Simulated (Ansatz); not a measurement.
The reference is WSi₂ (space group I4/mmm, No. 139; a = 3.229 Å, c = 7.870 Å; relaxed with 0.1 eV smearing). Axes: x, y, z lie along a, b, c of the conventional cell.

All numbers come from plane-wave PAW DFT at the PBE level (Ansatz, a quantum-chemistry and plane-wave program, 420 eV), without spin-orbit coupling.

Modification: uniaxial strain ε_zz = −2.00 %, all other strain components held at zero; the atoms relax in the strained cell.

Task: Predict the stress tensor and what it implies for the stiffness.

Result: Stress of the strained cell less that of the base (GPa, compression positive):
```
    2.0     0.0     0.0
    0.0     2.0     0.0
    0.0     0.0    11.5
```

Then −Δσ_ii/ε with ε = -0.0200 gives secant stiffness values (nonlinear terms included at this strain): C33 ≈ 575 GPa, C13 ≈ 99 GPa and C23 ≈ 99 GPa.

As a check, the harmonic strain energy −½ V₀ Δσ:ε is 9.8 meV/atom; the computed energy rise is 9.5 meV/atom.

Stability against distortions was not tested. All final runs are without spin polarisation.
